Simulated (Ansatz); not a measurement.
We consider TaTe (model structure, within 0.1 Å of Pm-3m, No. 221, 4 atoms in the cell), described by LDA in Ansatz (plane waves, PAW).

Numerical settings: plane-wave cutoff 520 eV, 12×16×12 k mesh (along the axes of the cell as run), Fermi–Dirac smearing 0.05 eV, scalar-relativistic PAW data made under PBE.

Cell (relaxed at this level):

TaTe is taken in the cubic space group Pm-3m (No. 221), the CsCl type structure, Pearson symbol cP2. Lattice parameters: a = 3.3565 Å, b = 3.3565 Å, c = 3.3565 Å, α = 90.00°, β = 90.00°, γ = 90.00°. Ta on 1a sees 8 Te at 2.907 Å and 6 Ta at 3.357 Å. Te on 1b is coordinated by 8 Ta at 2.907 Å and 6 Te at 3.357 Å. (Neighbours: up to the widest gap in distance over summed covalent radii, below 1.35, at either atom; cation-cation and far metal-metal contacts left out.)
(The calculation used a cell of 4 atoms; values per cell refer to that cell.)

**Question.** Give the computed bulk modulus.

**Answer.** 
* **bulk modulus**: 167 GPa

The run finds no gap.

Note: the bulk modulus is −V dP/dV from two relaxed cells at ±2 % in volume.

Spin–orbit coupling is not included; it can open a gap where bands touch, and shift volumes and moduli.

Computed values are for the static lattice.

A model structure was made by putting elements into a prototype or built by hand; it is no filed structure, need not be a known phase, and can be a saddle point held by its symmetry.

Ansatz is a program for electronic structure.
